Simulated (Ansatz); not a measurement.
An ideal cubic perovskite cell is held by its symmetry; such compounds can tilt or shift off centre at room temperature.

Data:

```
BaTiO3
1.0
    4.00768     0.00000     0.00000
    0.00000     5.66772     0.00000
    0.00000     2.83386     2.83386
Ba Ti O
1 1 3
Direct
  0.50000   0.50000   0.00000
  0.00000   0.00000   0.00000
  0.00000   0.50000   0.50000
  0.00000   0.00000   0.50000
  0.50000   0.00000   0.00000
```

Space group of this cell: Pm-3m, cubic perovskite. The cell is taken as given; by r2SCAN its mean pressure is -1.8 GPa.

Computed with r2SCAN (plane waves, PAW; Ansatz, a first-principles code).

The current runs along the normal of the first two printed vectors; no spin-orbit coupling. Scaled by the factor s: the length along the current (ions clamped). The meshes follow the cell: 8×12×12 and 8×6 across at s = 0.97, 10×10×10 and 8×6 across at s = 1.00, 8×10×10 and 8×6 across at s = 1.03.

```json
[
 {"s": "0.97", "mean pressure (GPa)": "3.9", "band gap (eV)": "?"},
 {"s": "1.00", "mean pressure (GPa)": "-1.8", "band gap (eV)": "2.15"},
 {"s": "1.03", "mean pressure (GPa)": "-6.5", "band gap (eV)": "1.99"}
]
```

Question: Take the slope of the band gap against ln s from the two given rows, extrapolate to s = 0.97, and say what the run there gives.

Answer: Slope = (1.99 − 2.15) / ln 1.03 = -5.41 eV. The line gives 2.15 + (-5.41) × ln 0.97 = 2.31 eV. The run gives 2.12 eV, 0.19 eV under the line, 118 % of the predicted step.
